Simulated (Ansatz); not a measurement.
Data:

```xyz
3
Lattice="4.4242 0.0000 0.0000 2.2121 3.8314 0.0000 0.0000 0.0000 16.8062" Properties=species:S:1:pos:R:3 pbc="T T T"
S      3.3181     0.6386     7.3821
Zr     1.1060    -0.6386     8.4031
S      5.5302     1.9157     9.4240
```

No spin polarisation.

Level of theory: DFT with r2SCAN, PAW potentials and a 500 eV plane-wave cutoff in Ansatz (a quantum-chemistry and plane-wave program), scalar-relativistic without spin-orbit coupling, earlier PAW set. Γ-centred 12×12×1 mesh, Fermi–Dirac width 0.05 eV. The cell is a slab with vacuum along z.

Problem. Predict the band gap.

Solution. 1.45 eV.

Problem. Estimate the smallest direct gap.

Solution. 1.75 eV.

Stability against distortions was not tested. The cell was made from ZrS₂ in the fluorite structure (space group Fm-3m, No. 225; a hypothetical phase, not in the database extracts checked) by this change: a free-standing slab of 1 layer (3 atoms, 3 a layer) is cut normal to [111], with 15 Å of vacuum and the in-plane cell held at bulk.
